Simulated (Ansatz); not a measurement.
F on the 1x1 (110) surface of bcc Ta, one in a 2x2 cell, energies for each (31.2 Å²). Energies are against ½ F2(g), without zero-point or thermal terms; each row is named by its start.

These are PBE (plane waves to 420 eV, PAW; Ansatz, an electronic-structure program) values and carry that method's errors.

Q: Which site binds most strongly?
A. hollow Ta-Ta-Ta
B. bridge Ta-Ta (span 3.3 Å)
C. top Ta
D. bridge Ta-Ta (span 2.9 Å)

A: A, hollow Ta-Ta-Ta. Adsorption energies: hollow Ta-Ta-Ta -4.52 eV; bridge Ta-Ta (span 3.3 Å) -4.45 eV; bridge Ta-Ta (span 2.9 Å) -4.38 eV; top Ta -4.10 eV.
